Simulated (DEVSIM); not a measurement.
**abrupt GaAs n-p junction**

System: abrupt GaAs n-p junction, at 400 K.

```csv
layer (left to right),material,thickness (μm),Nd (cm⁻³),Na (cm⁻³),τn (s),τp (s)
1,GaAs,0.710,4.3e16,-,3.1e-9,3.1e-9
2,GaAs,0.970,-,2e15,3.1e-9,3.1e-9
```

Left contact: ohmic. Right contact: ohmic. Voltage is applied to the left contact. Recombination: SRH at mid-gap, Auger. Mobility is constant in doping.

The device is made up for the run: typed textbook-type constants, with dimensions and the other settings drawn at random. Values at 300 K; Nc and Nv go as T^1.5, mobilities as T to minus their exponent, the gap by Varshni's rule with the affinity fixed.

```
parameter             GaAs
----------------  --------
gap (eV)             1.424
affinity (eV)         4.07
permittivity          12.9
Nc (cm⁻³)           4.7e17
Nv (cm⁻³)             9e18
μn (cm²/Vs)           8500
μp (cm²/Vs)            400
T exponent of μn       2.1
T exponent of μp       2.2
Cn (cm⁶/s)           1e-30
Cp (cm⁶/s)           1e-30
Varshni α (eV/K)  0.000541
Varshni β (K)          204
```

Simulated with DEVSIM: 1D drift-diffusion, Boltzmann statistics, complete ionisation; no tunnelling, impact ionisation, image-force lowering or self-heating.

Potential step across the device at zero bias: 0.975 V
Largest field in the device at zero bias: 23000 V/cm
Dark forward voltage at 1 A/cm²: 0.633 V
Dark forward voltage at 100 A/cm²: 0.806 V

Small-signal capacitance in reverse bias (quasi-static):

| V (V) | C (nF/cm²) |
|---|---|
| 0.2 | 12.8 |
| 0.5 | 11.9 |
| 1 | 11.3 |
| 1.5 | 11.1 |
| 2 | 11.0 |
| 3 | 10.8 |
| 4 | 10.7 |
| 5 | 10.5 |
| 6.5 | 10.3 |
| 8 | 10.1 |
| 10 | 9.84 |

Dark reverse current:

```
V (V)  J (A/cm²)
-----  ---------
0.20      2.6e-6
0.50      5.1e-6
1.00      8.1e-6
1.50      1.0e-5
2.00      1.2e-5
3.00      1.4e-5
4.00      1.5e-5
5.00      1.6e-5
6.50      1.7e-5
8.00      1.8e-5
10.00     1.8e-5
```
